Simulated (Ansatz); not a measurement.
```
CELL_PARAMETERS angstrom
      4.63693     0.00000     0.00000
      0.00000     6.55762     0.00000
      0.00000     0.00000    24.27387
ATOMIC_POSITIONS crystal
  Te 0.75000 0.50567 0.30082
  Cd 0.25000 0.30616 0.33302
  Te 0.25000 0.97832 0.40556
  Cd 0.75000 0.72499 0.40051
  Te 0.75000 0.48673 0.50000
  Cd 0.25000 0.23299 0.50000
  Te 0.25000 0.97832 0.59444
  Cd 0.75000 0.72499 0.59949
  Te 0.75000 0.50567 0.69918
  Cd 0.25000 0.30616 0.66698
```

No spin polarisation.

All numbers come from Kohn–Sham DFT with the r2SCAN functional, run in Ansatz (a first-principles code) with PAW and 500 eV plane waves, no spin-orbit coupling. Γ-centred 7×5×1 mesh, Fermi–Dirac width 0.05 eV. The cell is a slab with vacuum along z.

**Question.** Predict the valence-band top at Γ and gap character.

**Answer.** The valence-band top at Γ (three highest levels, from the VBM) is 0.00, -0.19, -0.27 eV. The gap character is direct at Γ.

With Te present, leaving out spin-orbit coupling can change the band edges. Stability against distortions was not tested. The cell was made from CdTe in the zinc blende structure (space group F-43m, No. 216) by this change: a free-standing slab of 5 layers (10 atoms, 2 a layer) is cut normal to [110], with 15 Å of vacuum and the in-plane cell held at bulk.
